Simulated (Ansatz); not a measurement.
The starting structures come from a database of crystals and need not be the phases stable at ambient conditions.

By PBEsol, the system below comes out a metal.

A figure of merit of an interconnect metal is its ballistic conductance per area.

Here is the system:

```xyz
6
Lattice="4.2420 0.0000 0.0000 0.0000 5.6937 -0.0221 2.1210 -1.4187 6.1633" Properties=species:S:1:pos:R:3 pbc="T T T"
Bi     4.2420     1.3613     1.9139
Bi     2.1210     2.9137     4.2273
Bi     2.1210     4.3011     0.8352
Bi     4.2420    -0.0261     5.3060
Pd     4.2420     4.0976     2.7235
Pd     2.1210     0.1773     3.4176
```

Space group of this cell: C2/m. The cell was relaxed by PBE-D3(BJ); by PBEsol its mean pressure is -0.7 GPa.

The current flows along the normal of the first two printed cell vectors. No spin-orbit coupling; the value is a mean over 0.1 eV about the Fermi level.

### Question
Compute, with PBEsol (Ansatz, an electronic-structure program), the ballistic conductance per area.

### Answer
0.42 × 10¹⁵ S/m² for both spins.
